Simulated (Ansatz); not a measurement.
Functionals compared on the (110) surface of bcc Ta, clean 1x1 (bottom of the slab: a bare face, its two planes held), in Ansatz (plane waves, PAW). The structure was relaxed with PBE; the other rows are single points on it. Cutoff 420 eV (500 eV for r2SCAN).

Slab: 6 atoms, 11.7 Å thick at the start with caps and adatoms (thin: gaps and levels are the slab's own); k 14x14x1, smearing 0.1 eV, dipole-corrected; 2 atoms held, the rest relaxed; start symmetry kept, larger cells not searched; no spin, no spin-orbit, no U. These notes are the PBE run's.

```
functional  work function of the top face (eV)  rough cost of the single point
----------  ----------------------------------  ------------------------------
PBE                                       4.72                               –
LDA                                          ?         roughly 40 core-seconds
PBEsol                                    4.81    very roughly 30 core-seconds
RPBE                                      4.60  around 40 core-seconds (rough)
r2SCAN                                    4.82         roughly 60 core-seconds
```

Task: Some entries are withheld; supply them.

Result: 
- LDA, work function of the top face (eV): 4.95

Ansatz is a quantum-chemistry and plane-wave program.
